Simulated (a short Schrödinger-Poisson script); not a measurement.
Structure: MOS inversion layer, HfO2 on p-type Si(100), at 300 K.

```tsv
layer	material	thickness (nm)	Na (cm⁻³)
1	HfO2	11.5	-
2	Si	260	2.7e18
```

The device is made up for the run: typed textbook-type constants, with dimensions and the other settings drawn at random. HfO2: permittivity 22, conduction-band edge (eV) 1.55, gap (eV) 5.7, electron mass (mₑ) 0.2. Si: permittivity 11.7, conduction-band edge (eV) 0, gap (eV) 1.124, Nv at 300 K (cm⁻³) 3.1e19.

Channel valleys (confinement mass, in-plane density-of-states mass, number): Δ2 0.916, 0.19, 2; Δ4 0.19, 0.417, 4. At the gate the conduction-band edge of layer 1 lies 1.81 eV − eVg above the Fermi level of the channel; the field vanishes at the back. Gaps are held at their typed values at every temperature. Mesh 0.03 nm at interfaces.

From a short Schrödinger-Poisson script (our own, NumPy): 1D Poisson equation in equilibrium, electrons quantum, Hartree (BenDaniel-Duke, 12 states a valley, the channel's in-plane mass for all, wave functions ending at the dielectric), parabolic valleys, classical holes, full ionisation, no traps, pinning or gate leakage.

The same stack at other levels of the model or other numerical settings:

| run | sheet density of all electrons at Vg = 2.3 V (cm⁻²) | sheet density of all electrons at Vg = 1.1 V (cm⁻²) | capacitance at Vg = 2.3 V (μF/cm²) | centroid of the channel electrons at Vg = 2.3 V (nm) | rough cost against the base |
|---|---|---|---|---|---|
| base | 1.11e13 | 9.60e11 | 1.44 | 1.06 | about 1 |
| electrons treated as classical, Boltzmann | 1.43e13 | ? | 1.64 | 0.20 | 0.04 |
| electrons treated as classical, Fermi-Dirac | ? | ? | 1.55 | 0.37 | 0.2 |
| mesh six times as coarse | 1.11e13 | 9.64e11 | 1.44 | 1.05 | 0.3 |
| one subband a valley | 1.11e13 | 9.58e11 | 1.44 | 1.05 | 0.5 |

Q: What belongs in the gaps?

A: 
- electrons treated as classical, Boltzmann, sheet density of all electrons at Vg = 1.1 V (cm⁻²): 2.41e12
- electrons treated as classical, Fermi-Dirac, sheet density of all electrons at Vg = 2.3 V (cm⁻²): 1.34e13
- electrons treated as classical, Fermi-Dirac, sheet density of all electrons at Vg = 1.1 V (cm⁻²): 2.26e12

The classical rows ignore confinement, and Boltzmann statistics overrate the density once the band edge passes the Fermi level.
